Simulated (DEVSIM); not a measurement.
System: Ru/SiON/p-In0.53Ga0.47As capacitor, at 300 K.

| layer (left to right) | material | thickness (nm) | Na (cm⁻³) |
|---|---|---|---|
| 1 | SiON | 2.30 | - |
| 2 | In0.53Ga0.47As | 7300 | 6.1e15 |

Metal gate on the left, work function 4.7 eV. Fixed charge at the semiconductor interface -4.9e10 cm⁻² (in units of +e); no interface traps.

Constants are typed, rounded textbook-type inputs, not results; the design itself was drawn at random and stands for no fabricated device. Values at 300 K; Nc and Nv go as T^1.5, mobilities as T to minus their exponent, the gap by Varshni's rule with the affinity fixed.

```tsv
parameter	SiON	In0.53Ga0.47As
gap (eV)	7	0.74
affinity (eV)	1.4	4.51
permittivity	5.5	13.9
Nc (cm⁻³)	-	2.1e17
Nv (cm⁻³)	-	7.7e18
Varshni α (eV/K)	-	0.00035
Varshni β (K)	-	190
```

Model (solved in DEVSIM): 1D Poisson equation in equilibrium, Boltzmann statistics, complete ionisation; no quantum confinement or tunnelling. Metal contacts follow the ideal Schottky-Mott rule: no Fermi-level pinning, no interface dipoles.

The temperature was swept, all else fixed.

```csv
temperature (K),flat-band voltage (V),threshold voltage (band bending 2φF) (V),minimum of the low-frequency capacitance (μF/cm²)
250,-0.41,0.14,0.0375
300,-0.36,0.12,0.0424
350,-0.31,0.09,0.0485
400,-0.25,0.07,0.0588
450,-0.20,0.04,0.0770
500,-0.14,0.02,0.105
```

From the first row to the last the flat-band voltage goes from -0.41 to -0.14. From the first row to the last the threshold voltage (band bending 2φF) goes from 0.14 to 0.02.
